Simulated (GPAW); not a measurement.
A self-consistent single point of K2S (Fm-3m, 3 atoms in the cell) with GPAW

Computed with PBE, GPAW PAW datasets PBE (gpaw-data 1.0.1) (plane waves; GPAW).

Input:

```python
from ase import Atoms
from ase.units import GPa
from gpaw import GPAW

atoms = Atoms(['K', 'K', 'S'],
              cell=[[0.000000, 3.798501, 3.798501],
                    [3.798501, 0.000000, 3.798501],
                    [3.798501, 3.798501, 0.000000]],
              scaled_positions=[[0.750000, 0.750000, 0.750000],
                                [0.250000, 0.250000, 0.250000],
                                [0.000000, 0.000000, 0.000000]],
              pbc=True)

calc = GPAW(mode={'name': 'pw', 'ecut': 600},
            xc='PBE',
            kpts=(5, 5, 5),
            occupations={'name': 'fermi-dirac', 'width': 0.01},
            nbands=-8,
            convergence={'density': 1e-05, 'energy': 1e-05, 'bands': -6},
            symmetry={'symmorphic': False, 'tolerance': 0.0005},
            maxiter=150)

atoms.calc = calc

energy = atoms.get_potential_energy()
print('Energy (eV):', round(energy, 6))
forces = atoms.get_forces()
print('Forces (eV/Ang):')
print(forces.round(5))
stress = atoms.get_stress()
print('Stress (GPa, Voigt):', (stress / GPa).round(4))
```

Output, abridged:

```
Input parameters:
  convergence: {bands: -6,
                density: 1e-05,
                energy: 1e-05}
  kpts: [5 5 5]
  maxiter: 150
  mode: {ecut: 600,
         name: pw}
  nbands: -8
  occupations: {name: fermi-dirac,
                width: 0.01}
  symmetry: {symmorphic: False,
             tolerance: 0.0005}
  xc: PBE

species:
  K:
    name: Potassium
    Z: 19.0
    valence: 9
    core: 10
    charge: 0.0
    file: K.PBE.gz

    # Using partial waves for K as LCAO basis

  S:
    name: Sulfur
    Z: 16.0
    valence: 6
    core: 10
    charge: 0.0
    file: S.PBE.gz

    # Using partial waves for S as LCAO basis

Reference energy: -43622.126334  # eV

Spin-paired calculation

Convergence criteria:
 Maximum [total energy] change in last 3 cyles: 1e-05 eV / valence electron
 Maximum integral of absolute [dens]ity change: 1e-05 electrons / valence electron
 Maximum integral of absolute [eigenst]ate change: 4e-08 eV^2 / valence electron
 Maximum number of scf [iter]ations: 150

Symmetries present (total): 48
Symmetries with fractional translations: 0
125 k-points: 5 x 5 x 5 Monkhorst-Pack grid
10 k-points in the irreducible part of the Brillouin zone
       k-points in crystal coordinates                weights
   0:     0.00000000    0.00000000    0.00000000          1/125
   1:     0.20000000    0.20000000    0.00000000          6/125
   2:     0.20000000    0.20000000    0.20000000          8/125
   [... 7 lines left out ...]

Wave functions: Plane wave expansion
  Cutoff energy: 600.000 eV
  Number of coefficients (min, max): 3639, 3695
  Pulay-stress correction: 0.000000 eV/Ang^3 (de/decut=0.000000)

Occupation numbers: Fermi-Dirac:
  width: 0.0100  # eV

Eigensolver

Densities:
  Coarse grid: 32*32*32 grid
  Fine grid: 64*64*64 grid
  Total Charge: 0.000000

Density mixing:
  Method: separate
  Backend: pulay
  Linear mixing parameter: 0.05
  old densities: 5
  Damping of long wavelength oscillations: 50

Hamiltonian:
  XC and Coulomb potentials evaluated on a 64*64*64 grid
  External potential:
    NoExternalPotential

XC parameters: PBE with 2 nearest neighbor stencil

Number of atoms: 3
Number of atomic orbitals: 14
Number of bands in calculation: 20
Number of valence electrons: 24
Bands to converge: 14

Density initialized from atomic densities
  14 bands from LCAO basis set
  6 bands from random numbers

Atomic positions and initial magnetic moments

Positions:
   0 K      5.697751    5.697751    5.697751    ( 0.0000,  0.0000,  0.0000)
   1 K      1.899250    1.899250    1.899250    ( 0.0000,  0.0000,  0.0000)
   2 S      0.000000    0.000000    0.000000    ( 0.0000,  0.0000,  0.0000)

Unit cell:
           periodic     x           y           z      points  spacing
  1. axis:    yes    0.000000    3.798501    3.798501    32     0.1371
  2. axis:    yes    3.798501    0.000000    3.798501    32     0.1371
  3. axis:    yes    3.798501    3.798501    0.000000    32     0.1371

  Lengths:   5.371892   5.371892   5.371892
  Angles:   60.000000  60.000000  60.000000

Effective grid spacing dv^(1/3) = 0.1496

     iter     time        total  log10-change:
                         energy   eigst   dens
iter:   1 --:--:--   -11.090009   +0.31
iter:   2 --:--:--   -10.791987   +0.10  -1.08
iter:   3 --:--:--    -9.787103   -0.47  -1.12
iter:   4 --:--:--    -9.828792   -1.09  -1.38
iter:   5 --:--:--    -9.765335   -1.23  -1.38
iter:   6 --:--:--    -9.753850   -2.14  -2.21
iter:   7 --:--:--    -9.766230   -2.44  -2.13
iter:   8 --:--:--    -9.754960   -2.82  -2.25
iter:   9 --:--:--    -9.755193   -3.37  -2.91
iter:  10 --:--:--    -9.755229   -3.81  -2.72
iter:  11 --:--:--    -9.755148c  -4.47  -3.24
iter:  12 --:--:--    -9.755148c  -5.06  -4.08
iter:  13 --:--:--    -9.755150c  -5.45  -4.08
iter:  14 --:--:--    -9.755153c  -5.64  -4.05
iter:  15 --:--:--    -9.755153c  -6.17  -4.23
iter:  16 --:--:--    -9.755153c  -6.66  -4.26
iter:  17 --:--:--    -9.755153c  -7.10  -4.53
iter:  18 --:--:--    -9.755153c  -7.44c -4.84
iter:  19 --:--:--    -9.755153c  -7.78c -5.11c

Converged after 19 iterations.

Dipole moment: (-0.000000, -0.000000, -0.000000) |e|*Ang

Energy contributions relative to reference atoms: (reference = -43622.126334)

Kinetic:         -0.992490
Potential:       +2.811276
External:        +0.000000
XC:             -10.360927
Entropy (-ST):   -0.000000
Local:           -1.213011
SIC:             +0.000000
--------------------------
Free energy:     -9.755153
Extrapolated:    -9.755153

Showing only first 2 kpts
 Kpt  Band  Eigenvalues  Occupancy
  0    10      0.89342    2.00000
  0    11      0.89342    2.00000
  0    12      3.21365    0.00000
  0    13      6.45598    0.00000

  1    10      0.94030    2.00000
  1    11      0.94030    2.00000
  1    12      4.12586    0.00000
  1    13      6.06742    0.00000

Fermi level: 1.28077

Gap: 2.194 eV
Transition (v -> c):
  (s=0, k=6, n=11, [0.40, 0.40, -0.20]) -> (s=0, k=0, n=12, [0.00, 0.00, 0.00])
Direct/indirect transitions are different
Direct gap: 2.320 eV
Transition at: (s=0, k=0, n=11, [0.00, 0.00, 0.00])
Energy (eV): -9.755153

Forces in eV/Ang:
  0 K    -0.00000   -0.00000    0.00000
  1 K    -0.00000    0.00000    0.00000
  2 S     0.00000    0.00000    0.00000

Stress tensor:
     0.005603     0.000000    -0.000000
     0.000000     0.005603    -0.000000
    -0.000000    -0.000000     0.005603
Stress (GPa, Voigt): [ 0.8977  0.8977  0.8977 -0.     -0.      0.    ]
```

The run converged in 19 iterations. GPAW prints stress with tension positive.

The starting cell comes from a database of computed structures (which also holds hypothetical and non-ambient phases and stackings), without a prior relaxation at this level. Its lattice was rescaled by a random factor within 2.5 % of one.
